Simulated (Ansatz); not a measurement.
Charge-transition levels above the valence-band maximum in 4H silicon carbide (eV), each at one geometry relaxed with PBE and evaluated in Ansatz (a first-principles code) with PBE, r2SCAN. Host gaps: PBE 2.22 eV, r2SCAN 2.59 eV. Cell and caveats: 96-site cell; 2×2×2 shifted k-points; charged states image-corrected; no Hubbard U; corrections pass 1 eV, so highly charged states may be off by several tenths; flagged in the runs: for some of the defects a host whose relaxation on this sampling wasn't shown to rest, a strain field that reaches the edge of the cell.

| defect | PBE | r2SCAN |
|---|---|---|
| Al on the C site [the C(k) site] (0/−1) | 1.34 | 1.50 |
| Si vacancy + N on the C site [the Si(h) site; C(h) 1.90 Å away, along c] (−1/−2) | 1.77 | 2.06 |
| Mn on the Si site [the Si(k) site] (0/−1) | 1.46 | 1.43 |
| Si vacancy + N on the C site [the Si(h) site; C(h) 1.90 Å away, along c] (0/−1) | 0.87 | 1.17 |
| Mn on the Si site [the Si(k) site] (−1/−2) | 1.95 | 1.95 |
| Al on the C site [the C(k) site] (+1/0) | 0.81 | 0.96 |
| Mn on the Si site [the Si(k) site] (+1/0) | 1.04 | 0.97 |

PBE less r2SCAN: over the 7 rows with both numbers (drawn at random from the settled rows of this host; unsettled states are left out), mean -0.11 eV, median -0.15 eV, mean size 0.14 eV, from -0.30 to 0.07 eV.
